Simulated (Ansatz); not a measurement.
Start from CaF$_{2}$ in the fluorite structure (space group Fm-3m, No. 225; a = 5.511 Å).

Structures relaxed with PBE in Ansatz (plane waves to 420 eV, PAW, spin-orbit coupling left out).

Base:

Simulated powder pattern, Co Kα, λ = 1.79026 Å (kinematic, ideal powder, no thermal factors, no anomalous dispersion; the 8 strongest lines at most, above 2 %, up to 2θ = 90°):

```csv
2θ (°),I/Imax (%),hkl
32.68,86,(111)
54.70,100,(220)
65.19,31,(311)
81.04,13,(400)
```

After one change:

Simulated powder pattern, Co Kα, λ = 1.79026 Å (kinematic, ideal powder, no thermal factors, no anomalous dispersion; the 8 strongest lines at most, above 2 %, up to 2θ = 90°):

```tsv
2θ (°)	I/Imax (%)
36.20	94
60.98	100
73.02	32
```

Problem. Which of these changes matches the shifts?
A. pressure 45 GPa
B. pressure 60 GPa
C. pressure −2 GPa
D. pressure −1 GPa

Solution. A, pressure 45 GPa. Its volume per atom is 10.35 Å³ against 13.95 Å³, and its space group is Fm-3m (No. 225).

Load acts through the strain it causes; cell and atoms are relaxed under it. Stability against distortions was not tested. Competing high-pressure phases were not computed.

Ansatz is a quantum-chemistry and plane-wave program.
